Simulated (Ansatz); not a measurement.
# What tensor shear ε_xy = −3.33 % does to Os

Consider Os in the hcp (Mg type) structure (space group P6_3/mmc, No. 194; a = 2.7380 Å, c = 4.3184 Å; relaxed with 0.1 eV smearing). Axes: x lies along a and z along c of the hexagonal cell.

One thing is altered: tensor shear ε_xy = −3.33 % (engineering shear γ = -0.0666), atoms relaxed at fixed cell.

Method: r2SCAN, PAW, 500 eV (Ansatz, a program for electronic structure; no spin-orbit coupling). Γ-centred 24×24×13 mesh, Fermi–Dirac width 0.1 eV.

- Space group: P2_1/m (No. 11) (base P6_3/mmc (No. 194))
- Shortest interatomic distance: 2.659 Å (base 2.676 Å)
- Energy relative to the base (free energy F): +53 meV/atom
- Pressure (mean of the normal stresses, compression positive): 1.8 GPa (base 0.0 GPa)
- Band gap: zero (base zero)
- Stress (xx, yy, zz, yz, xz, xy; compression positive): (1.4, 3.8, 0.2, 0.0, 0.0, 18.0) GPa

Final structure:

```yaml
crystal:
  lattice:
    - [2.73795, -0.09117, 0.00000]
    - [-1.44793, 2.41672, 0.00000]
    - [0.00000, 0.00000, 4.31842]
  atoms:
    - { symbol: Os, position: [0.33677, 0.66702, 0.75000] }
    - { symbol: Os, position: [0.66323, 0.33298, 0.25000] }
```

The cells carry an imposed strain or load. No phonon test of stability was made. The final runs are not spin-polarised.
